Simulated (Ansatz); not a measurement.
# LaAgSO, pressure series

Base system: LaAgSO (space group P4/nmm, No. 129; a = 4.031 Å, c = 8.850 Å).

Cell and atoms are relaxed at each pressure.

Method: DFT with PBEsol, PAW potentials and a 420 eV plane-wave cutoff in Ansatz (a program for electronic structure), scalar-relativistic without spin-orbit coupling.

Candidates:
(a) pressure 4.2 GPa
(b) pressure −1 GPa
(c) pressure 1.8 GPa
(d) pressure −2 GPa
(e) pressure 18 GPa

Base values:

```
Quantity   Result
--------  -------
Band gap  1.32 eV
```

Q: Order them by band gap, lowest first.

A: (d) pressure −2 GPa (1.27 eV), (b) pressure −1 GPa (1.30 eV), (c) pressure 1.8 GPa (1.36 eV), (a) pressure 4.2 GPa (1.40 eV), (e) pressure 18 GPa (1.57 eV)

Load acts through the strain it causes; cell and atoms are relaxed under it. Whether these cells are dynamically stable was not tested. Competing high-pressure phases were not computed.
